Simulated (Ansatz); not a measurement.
Relaxation of the outer planes of the (210) surface of fcc Rh in its 1x1 cell, outermost plane spacing 0.86 Å in the ideal cut.

Calculation: PBE (plane waves to 420 eV, PAW; Ansatz, a quantum-chemistry and plane-wave program).

Slab: 13 atoms, 10.3 Å thick at the start (thin: gaps and levels are the slab's own); k 11x9x1, smearing 0.1 eV, dipole-corrected; all atoms relaxed; held to the part of the start's symmetry that mesh and held atoms allow; no spin, no spin-orbit, no U.

```
plane  atoms  bulk spacing to the next (Å)  relaxed spacing (Å)  change (%)  rumpling (Å)
-----  -----  ----------------------------  -------------------  ----------  ------------
1         Rh                         0.856                    …           …          0.00
2         Rh                         0.856                0.761       -11.1          0.00
```

Complete the blanks.


- 1, relaxed spacing (Å): 0.776
- 1, change (%): -9.4
